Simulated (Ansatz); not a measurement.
## Ta2O5 (model structure, C2/c, No. 15, 14 atoms in the cell): smallest direct gap on the k points sampled by level of theory

No measured value is used here.

```csv
level (code),value (eV),cell (Å³/atom)
LDA (Ansatz),3.39,11.63
PBEsol+SOC (Ansatz),3.34,11.97
r²SCAN+SOC (Ansatz),3.83,11.97
r²SCAN+rVV10 (Ansatz),3.90,11.81
HSE06 (Ansatz),4.94,11.97
```

At these levels the smallest gap is indirect and lower: LDA 3.18, PBEsol+SOC 3.14, r²SCAN+SOC 3.62, r²SCAN+rVV10 3.72, HSE06 4.70 eV. Computed values are for a static lattice. Spin–orbit coupling is included only where a level's name says +SOC; with heavier elements it mostly lowers gaps and can invert bands.  Values are at the PBEsol cell; LDA at the level's own equilibrium cell; r²SCAN+rVV10 at the level's own relaxed cell. Cutoffs and k meshes differ between the levels. Ansatz's density-functional and Hartree–Fock values are scalar-relativistic unless marked +SOC, with PAW data made under PBE.

A model structure was made by putting elements into a prototype or built by hand; it is no filed structure, need not be a known phase, and can be a saddle point held by its symmetry.

Ansatz is a quantum-chemistry and plane-wave program.
